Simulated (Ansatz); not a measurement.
Os in the hcp (Mg type) structure (space group P6_3/mmc, No. 194)

```xyz
2
Lattice="2.7295 0.0000 0.0000 -1.3647 2.3638 0.0000 0.0000 0.0000 4.3066" Properties=species:S:1:pos:R:3 pbc="T T T"
Os     0.0000     1.5759     3.2300
Os     1.3647     0.7879     1.0767
```

The values are results of PBEsol (Ansatz, a program for electronic structure, PAW, spin-orbit coupling left out), earlier PAW set, not measurements. k-mesh 19×19×11 (Γ-centred); smearing 0.05 eV (Fermi–Dirac).

The volume per atom is 13.89 Å³ and the density comes out as 22.74 g/cm³. The band gap comes out as zero and the total energy is -11252.330 eV/atom (σ→0; compares only within this code and set-up).

No phonon test of stability was made. All final runs are without spin polarisation.
